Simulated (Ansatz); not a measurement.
Be (model structure, Fm-3m, No. 225, 1 atoms in the cell): properties by level of theory

```
level (code)     lattice parameter a (Å)  bulk modulus B0 (GPa)  cohesive energy (eV/atom)
---------------  -----------------------  ---------------------  -------------------------
LDA (Ansatz)                       3.107                    132                       4.15
PBE (Ansatz)                       3.157                    119                       3.65
PBEsol (Ansatz)                    3.147                    122                       3.90
r²SCAN (Ansatz)                    3.159                    118                       3.71
```

Caveats: the bulk modulus is −V dP/dV from two relaxed cells at ±2 % in volume (LDA, PBE, PBEsol, r²SCAN). Ansatz's density-functional and Hartree–Fock values are scalar-relativistic unless marked +SOC, with PAW data made under PBE.

Static lattice: no zero-point or thermal effects.

A model structure was made by putting elements into a prototype or built by hand; it is no filed structure, need not be a known phase, and can be a saddle point held by its symmetry.

Ansatz is a quantum-chemistry and plane-wave program.
